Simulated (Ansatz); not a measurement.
An Ansatz (a program for electronic structure) run: SrO with a change (isotropic strain −4.77 %); DFT with PBEsol, PAW potentials and a 420 eV plane-wave cutoff in Ansatz, without spin-orbit coupling.

Input:

Ansatz 0.2 input:
```yaml
crystal:
  lattice:
    - [0, 2.4389348361, 2.4389348361]
    - [2.4389348361, 0, 2.4389348361]
    - [2.4389348361, 2.4389348361, 0]
  atoms:
    - { symbol: O, position: [0, 0, 0] }
    - { symbol: Sr, position: [0.5, 0.5, 0.5] }
basis: { ecutwfc: 420, ecutrho_ratio: 4, xc_grid: 2, fft_grid_basis: typed }
kpoints: { mp_grid: { grid: [11, 11, 11] } }
hamiltonian:
  xc: pbesol
  dispersion: none
  pseudopotentials: { kind: paw }
scf: { occupations: { method: fermi_dirac, width: 0.05 }, convergence: { dr2_threshold: 0.0000000002 } }
relax: { f_tol: 0.005, max_steps: 50 }
output: { forces: true, stress: true }
checkpoint: { write: state.ck, write_every: 1000 }
```

Output (explanatory and most iteration lines left out):

```
Relaxation: its limit of steps is 50 (relax.max_steps)
Pseudopotential: O, paw, valence charge 6
Pseudopotential: Sr, paw, valence charge 10
Crystal: 2 atoms, lattice volume = 29.016 Å³
Basis set: ecut = 420 eV, 537 PW (Γ), exchange–correlation on 48×48×48 points (8 copies of the dense FFT grid, shifted against one another)
Bands: 12, of which v1, the nominal top of the filled ones, is band 8 counted from 1 (7 counted from 0)
Symmetry: 48 space group operations
Space group: Fm-3m (ITA 225), of the structure as read, at distance tolerance 3.1e-5 Å
k-points: 56 of 1331
Functional: x = pbesol(κ = 0.804, μ = 0.12345679012345678), c = pbesol(β = 0.046)
SCF iter   1: F=—  HF=-4055.890488 eV  |F-HF|=—  |Δ(HF+E_count)|=         —  Δρ=1.54e-2  dr2=6.37e-2  ethr=1.77e-3  ⟨swp⟩=8.6  Hψ=5372  notcnv=0
SCF iter   2: F=—  HF=-4055.876033 eV  |F-HF|=—  |Δ(HF+E_count)|=   1.45e-2  Δρ=2.44e-3  dr2=2.00e-3  ethr=3.98e-4  ⟨swp⟩=2.2  Hψ=1396  notcnv=0
SCF 1 converged in 6 iterations: F = -4055.875647 eV  dr2 = 1.09e-10
relax step   1: F+E_penalty+E_count = -4055.87564676 eV  Δ(F+E_penalty+E_count) = +0.000e0 eV  max|allowed force component| = 2.334e-30 eV/Å  Δτ_max = 0.0000 Å  (6 SCF iters, accepted)
SCF converged after 6 iterations
Free energy (F): -4055.875647 eV
Internal energy: -4055.875647 eV  (E = F + TS)
E sigma→0 (E₀):  -4055.875647 eV
Fermi energy:    11.272708 eV
--- Forces (eV/Å), atoms counted from 1 ---
  atom   1  O     -0.00000000     0.00000000    -0.00000000
  atom   2  Sr    -0.00000000    -0.00000000     0.00000000
--- Stress (GPa, compression-positive) ---
       19.195989       0.000000      -0.000000
       -0.000000      19.195989      -0.000000
        0.000000      -0.000000      19.195989
  P = ⅓ Tr σ = 19.1960 GPa (191.960 kbar)
--- Relaxed structure (1 steps of the walk, 1 accepted, 0 SCFs on fresh bases) ---
  atoms:
    - { symbol: O, position: [0.0, 0.0, 0.0] }
    - { symbol: Sr, position: [0.5, 0.5, 0.5] }
```

No phonon test of stability was made. The cell was made from SrO in the rock salt structure (space group Fm-3m, No. 225) by this change: isotropic strain −4.77 %.
